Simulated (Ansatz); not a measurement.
## Ga2O3: response to strain

Start from Ga$_{2}$O$_{3}$ in the corundum structure (space group R-3c, No. 167; a = 5.000 Å, c = 13.449 Å (hexagonal axes)).

Strains are applied to the cell and any free atomic positions relax.

All numbers come from Kohn–Sham DFT with the PBEsol functional, run in Ansatz (a first-principles code) with PAW and 420 eV plane waves, spin-orbit coupling left out.

Notes on the quantities. pressure: mean of the normal stresses, compression positive; energy relative to the base: free energy F.

| variant | pressure | smallest direct gap | shortest interatomic distance | energy relative to the base |
|---|---|---|---|---|
| base | 0.0 kbar | 2.95 eV | 1.931 Å | 0 meV/atom |
| isotropic strain −3.00 % | 247.9 kbar | 3.99 eV | 1.872 Å | +60 meV/atom |
| isotropic strain −2.25 % | 175.9 kbar | 3.74 eV | 1.887 Å | +33 meV/atom |
| isotropic strain −1.50 % | 111.0 kbar | 3.47 eV | 1.901 Å | +14 meV/atom |
| isotropic strain −0.75 % | 52.5 kbar | 3.21 eV | 1.916 Å | +3.5 meV/atom |

Stability against distortions was not tested.
